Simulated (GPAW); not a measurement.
**Input and output of a self-consistent single point for SrZn2 (Imma, 6 atoms in the cell) (GPAW)**

Method of the run: PBEsol, GPAW PAW datasets PBEsol (made by gpaw-setup) (plane waves; GPAW 25.7.0).

Input as run:

```python
from ase import Atoms
from ase.units import GPa
from gpaw import GPAW, PW

atoms = Atoms(['Sr', 'Sr', 'Zn', 'Zn', 'Zn', 'Zn'],
              cell=[[-2.376075, 3.874412, 3.839951],
                    [2.376075, -3.874412, 3.839951],
                    [2.376075, 3.874412, -3.839951]],
              scaled_positions=[[0.303470, 0.053470, 0.250000],
                                [0.696530, 0.946530, 0.750000],
                                [0.732490, 0.663590, 0.068900],
                                [0.267510, 0.336410, 0.931100],
                                [0.094690, 0.663590, 0.431100],
                                [0.905310, 0.336410, 0.568900]],
              pbc=True)

calc = GPAW(mode=PW(850),
            xc='PBEsol',
            kpts={'size': (4, 4, 4), 'gamma': True},
            occupations={'name': 'methfessel-paxton', 'width': 0.136, 'order': 0},
            nbands=-14,
            convergence={'density': 1e-05, 'energy': 1e-05},
            symmetry={'symmorphic': False, 'tolerance': 0.0005},
            maxiter=120,
            txt='-')

atoms.calc = calc

energy = atoms.get_potential_energy()
print('Energy (eV):', round(energy, 6))
forces = atoms.get_forces()
print('Forces (eV/Ang):')
print(forces.round(5))
stress = atoms.get_stress()
print('Stress (GPa, Voigt):', (stress / GPa).round(4))
```

Log, with long lists cut:

```
Input parameters:
  convergence: {density: 1e-05,
                energy: 1e-05}
  kpts: {gamma: True,
         size: (4, 4, 4)}
  maxiter: 120
  mode: {ecut: 850.0,
         name: pw}
  nbands: -14
  occupations: {name: methfessel-paxton,
                order: 0,
                width: 0.136}
  symmetry: {symmorphic: False,
             tolerance: 0.0005}
  xc: PBEsol

species:
  Sr:
    name: Strontium
    Z: 38.0
    valence: 10
    core: 28
    charge: 0.0
    file: Sr.PBEsol.gz

    # Using partial waves for Sr as LCAO basis

  Zn:
    name: Zinc
    Z: 30.0
    valence: 12
    core: 18
    charge: 0.0
    file: Zn.PBEsol.gz

    # Using partial waves for Zn as LCAO basis

Reference energy: -368180.153730  # eV

Spin-paired calculation

Convergence criteria:
 Maximum [total energy] change in last 3 cyles: 1e-05 eV / valence electron
 Maximum integral of absolute [dens]ity change: 1e-05 electrons / valence electron
 Maximum integral of absolute [eigenst]ate change: 4e-08 eV^2 / valence electron
 Maximum number of scf [iter]ations: 120

Symmetries present (total): 8
Symmetries with fractional translations: 4
64 k-points: 4 x 4 x 4 Monkhorst-Pack grid + [1/8,1/8,1/8]
18 k-points in the irreducible part of the Brillouin zone
       k-points in crystal coordinates                weights
   0:     0.00000000    0.00000000    0.00000000          1/64
   1:     0.25000000   -0.25000000   -0.25000000          2/64
   2:     0.25000000   -0.25000000    0.00000000          4/64
   [... 7 lines left out ...]
          ...
  17:     0.50000000    0.50000000    0.50000000          1/64

Wave functions: Plane wave expansion
  Cutoff energy: 850.000 eV
  Number of coefficients (min, max): 7935, 7984
  Pulay-stress correction: 0.000000 eV/Ang^3 (de/decut=0.000000)

Occupation numbers: Methfessel-Paxton:
  width: 0.1360  # eV
  order: 0

Eigensolver

Densities:
  Coarse grid: 42*42*42 grid
  Fine grid: 84*84*84 grid
  Total Charge: 0.000000

Density mixing:
  Method: separate
  Backend: pulay
  Linear mixing parameter: 0.05
  old densities: 5
  Damping of long wavelength oscillations: 50

Hamiltonian:
  XC and Coulomb potentials evaluated on a 84*84*84 grid
  External potential:
    NoExternalPotential

XC parameters: PBEsol with 2 nearest neighbor stencil

Number of atoms: 6
Number of atomic orbitals: 46
Number of bands in calculation: 48
Number of valence electrons: 68
Bands to converge: occupied

Density initialized from atomic densities
  46 bands from LCAO basis set
  2 bands from random numbers

Atomic positions and initial magnetic moments

Positions:
   0 Sr    -0.000000    1.937206    0.410644    ( 0.0000,  0.0000,  0.0000)
   1 Sr     2.376075    1.937206    3.429307    ( 0.0000,  0.0000,  0.0000)
   2 Zn     0.000000    0.533894    5.096306    ( 0.0000,  0.0000,  0.0000)
   3 Zn     2.376075    3.340518   -1.256355    ( 0.0000,  0.0000,  0.0000)
   4 Zn     2.376075   -0.533894    1.256355    ( 0.0000,  0.0000,  0.0000)
   5 Zn    -0.000000    4.408306    2.583596    ( 0.0000,  0.0000,  0.0000)

Unit cell:
           periodic     x           y           z      points  spacing
  1. axis:    yes   -2.376075    3.874412    3.839951    42     0.1299
  2. axis:    yes    2.376075   -3.874412    3.839951    42     0.0962
  3. axis:    yes    2.376075    3.874412   -3.839951    42     0.0965

  Lengths:   5.949960   5.949960   5.949960
  Angles:  132.925772  98.740850  99.612517

Effective grid spacing dv^(1/3) = 0.1240

     iter     time        total  log10-change:
                         energy   eigst   dens
iter:   1 --:--:--   -11.195890
iter:   2 --:--:--   -11.857317   -0.23  -1.50
iter:   3 --:--:--   -11.796507   -1.52  -1.52
iter:   4 --:--:--   -11.812466   -1.00  -1.57
iter:   5 --:--:--   -12.066401   -1.73  -1.94
iter:   6 --:--:--   -11.622513   -1.26  -1.99
   [... 3 lines left out ...]
iter:  10 --:--:--   -11.583143   -4.34  -3.09
iter:  11 --:--:--   -11.580964   -3.25  -3.09
iter:  12 --:--:--   -11.582494   -3.98  -3.14
iter:  13 --:--:--   -11.579956   -3.75  -3.16
iter:  14 --:--:--   -11.579972   -5.01  -3.78
iter:  15 --:--:--   -11.580259c  -4.73  -3.78
iter:  16 --:--:--   -11.579942c  -4.79  -3.64
iter:  17 --:--:--   -11.579943c  -5.97  -4.09
iter:  18 --:--:--   -11.579957c  -6.25  -4.12
iter:  19 --:--:--   -11.579947c  -6.76  -4.28
iter:  20 --:--:--   -11.579946c  -7.68c -4.44
iter:  21 --:--:--   -11.579945c  -7.72c -4.51
iter:  22 --:--:--   -11.579942c  -6.75  -4.61
iter:  23 --:--:--   -11.579942c  -8.31c -4.97
iter:  24 --:--:--   -11.579943c  -7.78c -4.98
iter:  25 --:--:--   -11.579942c  -7.22  -5.01c
iter:  26 --:--:--   -11.579942c  -8.95c -5.05c

Converged after 26 iterations.

Dipole moment: (-0.000000, -0.000000, 0.000000) |e|*Ang

Energy contributions relative to reference atoms: (reference = -368180.153730)

Kinetic:        -13.208453
Potential:      +22.294569
External:        +0.000000
XC:             -20.024559
Entropy (-ST):   -0.033098
Local:           -0.624950
SIC:             +0.000000
--------------------------
Free energy:    -11.596491
Extrapolated:   -11.579942

Showing only first 2 kpts
 Kpt  Band  Eigenvalues  Occupancy
  0    32      4.45048    2.00000
  0    33      5.08901    1.99434
  0    34      5.20112    1.89058
  0    35      5.96866    0.00000

  1    32      3.75425    2.00000
  1    33      4.77460    2.00000
  1    34      5.48017    0.19327
  1    35      5.56271    0.03083

Fermi level: 5.35507

No gap
No difference between direct/indirect transitions
Energy (eV): -11.579942

Forces in eV/Ang:
  0 Sr    0.00000   -0.00000   -0.02324
  1 Sr    0.00000    0.00000    0.02324
  2 Zn    0.00000   -0.05702    0.05210
  3 Zn    0.00000    0.05702   -0.05210
  4 Zn    0.00000    0.05702    0.05210
  5 Zn    0.00000   -0.05702   -0.05210

Stress tensor:
     0.008532     0.000000     0.000000
     0.000000     0.013417     0.000000
     0.000000     0.000000     0.009110
Stress (GPa, Voigt): [1.3671 2.1497 1.4595 0.     0.     0.    ]
```

The run converged in 26 iterations. GPAW prints stress with tension positive.

The starting cell comes from a database of computed structures (which also holds hypothetical and non-ambient phases and stackings), without a prior relaxation at this level. Its lattice was rescaled by a random factor within 2.5 % of one.

Cost on one core of a shared machine: roughly 8 min.
